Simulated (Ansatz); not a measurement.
Consider Cu-vacancy pair (Cu on one host Ta site, one Ta site vacant) in rock-salt TaC, neutral cell. These are PBE, PAW (plane waves to 420 eV; Ansatz, an electronic-structure program) values and carry that method's errors.

64-site cell at the relaxed PBE lattice, a 3×3×3 k-point mesh shifted by half a step, smearing 0.10 eV, spin-restricted, no finite-size correction. Static, classical nuclei. Spin-orbit coupling is left out. Forms of the defect that were not tried may lie lower.

Barriers: single points on a 4×4×4 k-point mesh shifted by half a step at the bands' geometries.

The step: one Ta atom jumps into the vacancy from a nearby Ta site (Cu-vacancy distance between ideal sites 3.17 Å throughout). Atoms about the jump, Cartesian Å from the middle of the jump, before and after:

| atom | x0 | y0 | z0 | x1 | y1 | z1 |
|---|---|---|---|---|---|---|
| Ta1 | 1.08 | -1.08 | 0.00 | -1.08 | 1.08 | 0.00 |
| C2 | -1.12 | -1.19 | 0.13 | -1.19 | -1.12 | 0.13 |
| C3 | 1.14 | 1.13 | 0.02 | 1.13 | 1.14 | 0.02 |
| C4 | 1.12 | -1.13 | -2.23 | 1.24 | -1.12 | -2.29 |
| C5 | -1.12 | 1.24 | -2.29 | -1.13 | 1.12 | -2.23 |
| Cu6 | -1.12 | -0.57 | -1.67 | -0.57 | -1.12 | -1.67 |
| Ta7 | 1.08 | 1.11 | -2.18 | 1.11 | 1.08 | -2.18 |

Predict the transition state.


| atom | x | y | z |
|---|---|---|---|
| Ta1 | -0.04 | -0.20 | -0.66 |
| C2 | -1.34 | -1.34 | 0.26 |
| C3 | 1.23 | 1.24 | 0.00 |
| C4 | 1.13 | -1.00 | -2.21 |
| C5 | -0.96 | 1.06 | -2.15 |
| Cu6 | -1.43 | -1.37 | -2.60 |
| Ta7 | 1.31 | 1.32 | -2.38 |
It lies 3.96 eV above the start and 3.96 eV above the end. The saddle point's order was not checked.
